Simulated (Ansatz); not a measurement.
**V2O3 under a change: V → Si**

The parent structure is V₂O₃ in the corundum structure (space group R-3c, No. 167; a = 4.7753 Å, c = 14.2334 Å (hexagonal axes); ferromagnetic).

It is then changed as follows: Si takes the place of V on all its sites, then cell and atoms are relaxed.

Computed with DFT with PBEsol, PAW potentials and a 420 eV plane-wave cutoff in Ansatz (a first-principles code), scalar-relativistic without spin-orbit coupling, earlier PAW set. Γ-centred 9×9×9 mesh, Fermi–Dirac width 0.05 eV, for the changed cell.

The volume per atom grows by 0.30 Å³ to 9.67 Å³ and the density drops by 1.73 g/cm³ to 3.58 g/cm³. The space group goes from R-3c (No. 167) to R-3m (No. 166) and the shortest interatomic distance falls by 0.2852 Å (1.948 Å → 1.662 Å). The band gap goes from zero to 2.05 eV and the gap character comes out as direct at L.

Cost of the whole job for the changed cell (relaxation, final SCF and bands): about 5 core-minutes (a rough figure).

The magnetic state is the one reached from the starting moments; the real material's order can differ, and small cells can't hold many antiferromagnetic ones. Stability against distortions was not tested. As relaxed here, Si2O3 is a hypothetical phase, not in the database extracts checked. No Hubbard U is applied, and correlation can decide whether such a compound is a metal. k-point labels follow each cell's own Brillouin zone.
